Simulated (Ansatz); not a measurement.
## PBE against r2SCAN: hypothetical cubic perovskite NaZnCl3, isotropic strain +2.08 %

Consider NaZnCl₃ in the cubic perovskite structure (space group Pm-3m, No. 221; a = 4.913 Å; a hypothetical phase, not in the database extracts checked).

(Cell as relaxed with PBE.)

Levels (all Ansatz, a program for electronic structure, PAW): PBE (420 eV, without spin-orbit coupling); r2SCAN (500 eV, no spin-orbit coupling).

Each level relaxes its own structure.

```tsv
base	PBE	r2SCAN
volume per atom	23.72 Å³	22.94 Å³
lattice parameter a	4.913 Å	4.859 Å
band gap	1.58 eV	2.34 eV
```

Modification: the cell is scaled by 1.0208 in all directions; the atoms relax in the strained cell.

```json
[
 {"quantity": "band gap", "PBE": "1.37 eV", "r2SCAN": "2.13 eV"},
 {"quantity": "pressure", "PBE": "-1.97 GPa", "r2SCAN": "-2.27 GPa"},
 {"quantity": "smallest direct gap", "PBE": "1.89 eV", "r2SCAN": "2.69 eV"},
 {"quantity": "gap character", "PBE": "indirect, R → Γ", "r2SCAN": "indirect, R → Γ"}
]
```

PBE's band gap lies 0.76 eV below r2SCAN's; PBE's pressure lies 0.30 GPa above r2SCAN's; PBE's smallest direct gap lies 0.80 eV below r2SCAN's; the two agree on the gap character. Neither level is exact; r2SCAN is the comparison here, not a measurement.

Gaps are Kohn–Sham eigenvalue differences; semilocal functionals usually give less than the measured gap. Stability against distortions was not tested. Many cubic perovskites are stable only at high temperature; tilts and polar distortions were not tested.
